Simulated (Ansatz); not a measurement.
Substrate model: Si(111) 1x1 surface, 6 top atoms, 3 bilayers, bottom bilayer H-capped and fixed, every top atom capped by Br; cell 11.5 x 6.6 Å; about 7 Å thick over the host's atoms, 18 atoms held. Method: PBE-D3(BJ) (plane waves to 420 eV, PAW; Ansatz, a program for electronic structure). k mesh 1 x 2 x 1. The slab states were run without spin polarisation. No spin-orbit coupling. Slab thickness, cell and mesh are as stated and are not converged limits. No zero-point or entropy terms are included. Each state was relaxed from one prepared geometry.

One SiF2 a cell is brought to Si(111):Br. Relaxed result near the molecule:

```
atom    x (Å)  y (Å)   z (Å)
------  -----  -----  ------
Si(d0)  5.712  1.586  14.444
F(d1)   6.909  2.614  14.835
F(d2)   4.411  2.505  14.768
```

Q: What is the adsorption energy against the free SiF2 and the slab before, and how much of it is dispersion?

A: -0.27 eV (negative: bound); the D3 term gives -0.24 eV of it. Its closest contacts to the rest of the cell: Si(d0)...Br(31) 3.28 Å, F(d1)...Br(31) 3.41 Å, F(d2)...Br(31) 3.44 Å.
